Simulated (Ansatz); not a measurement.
# hcp Ti (0 0 1) on zinc-blende GaAs (1 1 1) (film strained to the substrate, started from cuts of the bulks and a machine-learned relaxation)

A periodic stack without vacuum, hcp Ti (0 0 1) on zinc-blende GaAs (1 1 1) (film strained to the substrate, started from cuts of the bulks and a machine-learned relaxation): substrate slab As16Ga16, film Ti28, surface cells [[-2, 2], [-2, 0]] and [[-3, -1], [-2, -3]], film strained by +4.5 and +4.5 %, outermost planes As/Ga and Ti/Ti as cut, which need not be the usual terminations and can put a slab off its formula.

The start was prepared with a machine-learned potential, and the result is one local minimum, with the in-plane cell held and forces under 0.04 eV/Å; the film can end far from its bulk form.

These are PBE (plane waves to 420 eV, PAW; Ansatz, a first-principles code) values and carry that method's errors. Scalar-relativistic, without spin–orbit coupling; the runs are not spin-polarised; PBE gaps are too small against experiment. Its k-point mesh 4×4×1, Fermi–Dirac width 0.05 eV.

| Property | Value |
|---|---|
| interface area | 57.2 Å² |
| period | 20.98 Å |
| gaps between the outermost planes at the two interfaces | -2.14 and 0.60 Å |
| Ga–Ti contacts across the interfaces within 1.22 times the sum of covalent radii | 34, mean 2.84 Å |
| As–Ti contacts across the interfaces within 1.22 times the sum of covalent radii | 31, mean 2.74 Å |

```
Ga4Ti7As4
1.0
    8.12822    -0.00060    -0.08699
    4.06705     7.03604     0.06109
    4.34714     2.61743    20.97922
As Ga Ti
16 16 28
Direct
  0.88072   0.66859   0.01489
  0.29840   0.83842   0.01202
  0.81592   0.23576   0.01386
  0.38832   0.21512   0.03519
  0.46516   0.36078   0.17658
  0.96783   0.33075   0.17921
  0.47491   0.83740   0.17757
  0.96089   0.84078   0.17602
  0.08818   0.93338   0.34011
  0.58526   0.94620   0.33540
  0.09011   0.43752   0.33445
  0.58432   0.45106   0.33478
  0.70669   0.54656   0.50147
  0.21373   0.49770   0.52055
  0.69610   0.06610   0.49044
  0.22606   0.98902   0.51596
  0.80873   0.18997   0.13466
  0.31676   0.18865   0.14944
  0.82050   0.67734   0.13466
  0.30109   0.71641   0.13300
  0.42850   0.79757   0.29525
  0.93134   0.79313   0.29616
  0.43523   0.29691   0.29501
  0.93283   0.28180   0.29827
  0.07809   0.35753   0.45142
  0.54466   0.41337   0.45031
  0.06571   0.85515   0.46337
  0.54612   0.89604   0.45498
  0.83870   0.01972   0.59172
  0.14296   0.08821   0.67424
  0.56175   0.63459   0.63101
  0.86843   0.66929   0.58876
  0.18475   0.41159   0.64664
  0.97267   0.29968   0.57216
  0.75083   0.16412   0.69654
  0.53003   0.36727   0.58333
  0.76278   0.80065   0.69523
  0.46907   0.02321   0.60006
  0.18481   0.78414   0.62794
  0.84527   0.41817   0.70938
  0.41387   0.80265   0.74185
  0.39967   0.47863   0.73018
  0.05127   0.48276   0.77437
  0.42803   0.12418   0.73107
  0.07850   0.09187   0.79833
  0.03539   0.82446   0.75576
  0.93856   0.31414   0.88576
  0.62740   0.47070   0.82403
  0.73223   0.08161   0.83706
  0.32974   0.29630   0.85788
  0.67180   0.79153   0.82160
  0.32481   0.94931   0.88765
  0.25744   0.68850   0.85273
  0.63156   0.58876   0.95353
  0.24266   0.57624   0.98335
  0.58134   0.28196   0.94009
  0.13213   0.24544   0.97967
  0.58049   0.94424   0.95464
  0.97818   0.94669   0.94389
  0.95737   0.64158   0.89345
```
